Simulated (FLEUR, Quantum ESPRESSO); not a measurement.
A FLEUR input for a self-consistent single point of MgAu3 (P1, 4 atoms in the cell) (DFT, PBEsol, all-electron FLAPW (FLEUR), scalar-relativistic valence):

Input of the input generator:

```
MgAu3 FLAPW
&input film=f /
4.1065300000 0.0000000000 0.0000000000
0.0000000000 4.1065300000 0.0000000000
0.0000000000 0.0000000000 4.1065300000
1.8897261246
1.0 1.0 1.0

4
12 -0.0038070000 -0.0039570000 0.0070290000
79 0.5104620000 0.4985970000 -0.0095540000
79 -0.0011030000 0.5096680000 0.5074950000
79 0.4944480000 -0.0043080000 0.4950300000

&comp jspins=1 /
&exco xctyp='PBEs' /
&kpt div1=6 div2=6 div3=6 gamma=t /
&end /
```

```xml
<?xml version="1.0" encoding="UTF-8" standalone="no"?>
<fleurInput fleurInputVersion="0.39">
   <comment>
      MgAu3 FLAPW                                                                                         
   </comment>
   <calculationSetup>
      <cutoffs Kmax="4.0" Gmax="16.0" GmaxXC="16.0" numbands="0"/>
      <scfLoop itmax="60" minDistance="0.00001" maxIterBroyd="40" imix="Anderson" alpha="0.05" precondParam="0.0" spinf="2.0"/>
      <coreElectrons ctail="T" frcor="F" kcrel="0" coretail_lmax="0"/>
      <xcFunctional name="PBEs" relativisticCorrections="F"/>
      <magnetism jspins="1"/>
      <soc l_soc="F" theta="0.0" phi="0.0" spav="F"/>
      <expertModes spex="0" secvar="F"/>
      <geometryOptimization l_f="T" forcealpha="1.0" forcemix="BFGS" epsdisp="0.00001" epsforce="0.00001"/>
      <ldaU l_linMix="F" mixParam="0.05" spinf="1.0"/>
   </calculationSetup>
   <cell>
      <bzIntegration valenceElectrons="61.0" mode="hist" fermiSmearingEnergy="0.00367493">
         <kPointListSelection listName="default-1"/>
         <!-- k-points included here -->
         <xi:include xmlns:xi="http://www.w3.org/2001/XInclude" href="kpts.xml"> </xi:include>
      </bzIntegration>
      <!-- symmetry operations included here -->
      <xi:include xmlns:xi="http://www.w3.org/2001/XInclude" href="sym.xml"> </xi:include>
      <bulkLattice scale="1.0">
         <bravaisMatrix>
            <row-1>    7.7602170224536380     0.0000000000000000     0.0000000000000000</row-1>
            <row-2>    0.0000000000000000     7.7602170224536380     0.0000000000000000</row-2>
            <row-3>    0.0000000000000000     0.0000000000000000     7.7602170224536380</row-3>
         </bravaisMatrix>
      </bulkLattice>
   </cell>
   <atomSpecies>
      <species name="Magnesium (Mg)" element="Mg" atomicNumber="12">
         <mtSphere radius="2.02" gridPoints="697" logIncrement="0.016"/>
         <atomicCutoffs lmax="8" lnonsphr="6"/>
         <electronConfig flipSpins="F">
            <coreConfig>(1s1/2)</coreConfig>
            <valenceConfig>(2s1/2) (2p1/2) (2p3/2) (3s1/2)</valenceConfig>
         </electronConfig>
         <energyParameters s="3" p="3" d="3" f="4"/>
         <lo type="SCLO" l="0" n="2" eDeriv="0"/>
         <lo type="SCLO" l="1" n="2" eDeriv="0"/>
      </species>
      <species name="Gold (Au)" element="Au" atomicNumber="79">
         <mtSphere radius="2.57" gridPoints="885" logIncrement="0.015"/>
         <atomicCutoffs lmax="10" lnonsphr="8"/>
         <electronConfig flipSpins="F">
            <coreConfig>(1s1/2) (2s1/2) (2p1/2) (2p3/2) (3s1/2) (3p1/2) (3p3/2) (4s1/2) (3d3/2) (3d5/2) (4p1/2) (4p3/2) (5s1/2) (4d3/2) (4d5/2) (4f5/2) (4f7/2)</coreConfig>
            <valenceConfig>(5p1/2) (5p3/2) (6s1/2) (5d3/2) (5d5/2)</valenceConfig>
            <stateOccupation state="(6s1/2)" spinUp="0.5" spinDown="0.5"/>
         </electronConfig>
         <energyParameters s="6" p="6" d="5" f="5"/>
         <lo type="SCLO" l="1" n="5" eDeriv="0"/>
         <lo type="HELO" l="2" n="6" eDeriv="0"/>
      </species>
   </atomSpecies>
   <atomGroups>
      <atomGroup species="Magnesium (Mg)">
         <relPos label="                   1">-.0038070000 -.0039570000 .0070290000</relPos>
         <force calculate="T" relaxXYZ="TTT"/>
      </atomGroup>
      <atomGroup species="Gold (Au)">
         <relPos label="                   2">-.4895380000 .4985970000 -.0095540000</relPos>
         <force calculate="T" relaxXYZ="TTT"/>
      </atomGroup>
      <atomGroup species="Gold (Au)">
         <relPos label="                   3">-.0011030000 -.4903320000 -.4925050000</relPos>
         <force calculate="T" relaxXYZ="TTT"/>
      </atomGroup>
      <atomGroup species="Gold (Au)">
         <relPos label="                   4">.4944480000 -.0043080000 .4950300000</relPos>
         <force calculate="T" relaxXYZ="TTT"/>
      </atomGroup>
   </atomGroups>
   <output dos="F" band="F" slice="F">
      <checks vchk="F" cdinf="F"/>
      <bandDOS minEnergy="-.5*Htr" maxEnergy="0.5*Htr" sigma="0.015" storeEVData="T"/>
      <vacuumDOS vacdos="F" integ="F" star="F" nstars="0" locx1="0.0" locy1="0.0" locx2="0.0" locy2="0.0" nstm="0" tworkf="0.0"/>
      <unfoldingBand unfoldBand="F" supercellX="1" supercellY="1" supercellZ="1"/>
      <plotting iplot="0" polar="F">
         <plot TwoD="T" vec1="  1.0  0.0  0.0" vec2="  0.0  1.0  0.0" vec3="  0.0  0.0  1.0" zero="  0.0  0.0  0.0" file="plot"/>
      </plotting>
      <chargeDensitySlicing numkpt="0" minEigenval="0.0" maxEigenval="0.0" nnne="0" pallst="F"/>
      <specialOutput eonly="F"/>
      <magneticCircularDichroism mcd="F" energyLo="-10.0" energyUp="0.0"/>
   </output>
  <!-- We include the file relax.xml here to enable relaxations (see documentation) -->
  <xi:include xmlns:xi="http://www.w3.org/2001/XInclude" href="relax.xml"> <xi:fallback/> </xi:include>
</fleurInput>
```

**Question.** Give the Quantum ESPRESSO input for the same structure, mesh, smearing and functional.

**Answer.** This is the input that was run; spellings and numerical settings could be chosen otherwise.

```fortran
&CONTROL
    calculation = 'scf'
    outdir = './work'
    pseudo_dir = './'
    verbosity = 'high'
    tprnfor = .true.
    tstress = .true.
/
&SYSTEM
    ibrav = 0
    nat = 4
    ntyp = 2
    ecutwfc = 40
    ecutrho = 320
    occupations = 'smearing'
    smearing = 'fd'
    degauss = 0.0073499
/
&ELECTRONS
    conv_thr = 1.0d-10
/
ATOMIC_SPECIES
Mg    24.3050  mg_pbesol_v1.4.uspp.F.UPF
Au   196.9666  au_pbesol_v1.uspp.F.UPF
ATOMIC_POSITIONS {alat}
Mg   -0.0038070000   -0.0039570000    0.0070290000
Au    0.5104620000    0.4985970000   -0.0095540000
Au   -0.0011030000    0.5096680000    0.5074950000
Au    0.4944480000   -0.0043080000    0.4950300000
K_POINTS {automatic}
6 6 6  0 0 0
CELL_PARAMETERS {bohr}
   7.7602170226     0.0000000000     0.0000000000
   0.0000000000     7.7602170226     0.0000000000
   0.0000000000     0.0000000000     7.7602170226
```

Basis settings and potentials, where a program has them, do not carry over. This input uses DFT, PBEsol, plane waves, GBRV 1.5 ultrasoft (PBESOL) pseudopotentials.

The starting cell comes from a database of computed structures (which also holds hypothetical and non-ambient phases and stackings), without a prior relaxation at this level. For this run, on top of that: atoms moved at random.
